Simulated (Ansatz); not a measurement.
**KBr: pressure 0.3 GPa**

Take KBr in the rock salt structure (space group Fm-3m, No. 225; a = 6.5491 Å) as the base.

One thing is altered: cell and atoms relaxed at a pressure of 0.3 GPa.

All numbers come from PBEsol, PAW, 420 eV (Ansatz, an electronic-structure program; spin-orbit coupling left out). k-mesh 9×9×9 (Γ-centred); smearing 0.05 eV (Fermi–Dirac).

The volume per atom falls by 0.64 Å³ to 34.47 Å³ and the density increases by 0.052 g/cm³, from 2.81 g/cm³ to 2.87 g/cm³. The lattice parameter a falls by 0.040 Å (6.549 Å → 6.509 Å) and the shortest interatomic distance shrinks by 0.020 Å to 3.255 Å. The enthalpy H = E + PV relative to the base's energy is +0.07 eV/atom and the band gap increases by 0.05 eV to 4.39 eV. The gap character remains direct at Γ and the mean gap deformation potential ΔEg/Δln V amounts to -2.5 eV. The width of the top valence band rises by 0.02 eV, from 0.57 eV to 0.59 eV and the electron mass changes from 0.37 mₑ (at Γ) to 0.36 mₑ (at Γ). The valley order (the lowest conduction-band minima on the path, energy above the VBM, named in the base's zone) changes from Γ 4.34 eV; X along ⟨100⟩ 5.72 eV to Γ 4.39 eV; X along ⟨100⟩ 5.69 eV.

Load acts through the strain it causes; cell and atoms are relaxed under it. Masses are band curvatures over ±0.01 Å⁻¹ around the edge. Stability against distortions was not tested.
